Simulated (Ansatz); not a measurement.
Consider Si in the diamond structure (space group Fd-3m, No. 227; a = 5.402 Å). Axes: x, y, z lie along the cube axes.

Structures relaxed with Ansatz (an electronic-structure program), LDA, PAW, cutoff 420 eV, spin-orbit coupling left out.

Base:

Simulated powder pattern, Cu Kα1, λ = 1.54056 Å (kinematic, ideal powder, no thermal factors, no anomalous dispersion; the 10 strongest lines at most, above 2 %, up to 2θ = 90°):

```json
[
 {"2θ (°)": "28.60", "I/Imax (%)": "100", "hkl": "(111)"},
 {"2θ (°)": "47.57", "I/Imax (%)": "67", "hkl": "(220)"},
 {"2θ (°)": "56.45", "I/Imax (%)": "40", "hkl": "(311)"},
 {"2θ (°)": "69.55", "I/Imax (%)": "11", "hkl": "(400)"},
 {"2θ (°)": "76.86", "I/Imax (%)": "16", "hkl": "(331)"},
 {"2θ (°)": "88.62", "I/Imax (%)": "23", "hkl": "(422)"}
]
```

The change: tensile biaxial strain of 0.83 % in the plane normal to [111], as in epitaxy on a mismatched substrate; the out-of-plane cell vector and the atoms relax.

After the change:

Simulated powder pattern, Cu Kα1, λ = 1.54056 Å (kinematic, ideal powder, no thermal factors, no anomalous dispersion; the 10 strongest lines at most, above 2 %, up to 2θ = 90°):

| 2θ (°) | I/Imax (%) | hkl |
|---|---|---|
| 28.40 | 100 | (1 1 -1) |
| 28.71 | 33 | (111) |
| 47.15 | 45 | (2 0 -2) |
| 47.56 | 44 | (220) |
| 55.96 | 13 | (1 1 -3) |
| 56.14 | 27 | (3 1 -1) |
| 56.50 | 13 | (311) |
| 69.22 | 14 | (400) |
| 76.13 | 11 | (3 1 -3) |
| 88.00 | 15 | (4 2 -2) |

The indices refer to the base's conventional cell; one index is shown for lines that coincide. The space group is now R-3m (No. 166).

Stability against distortions was not tested.
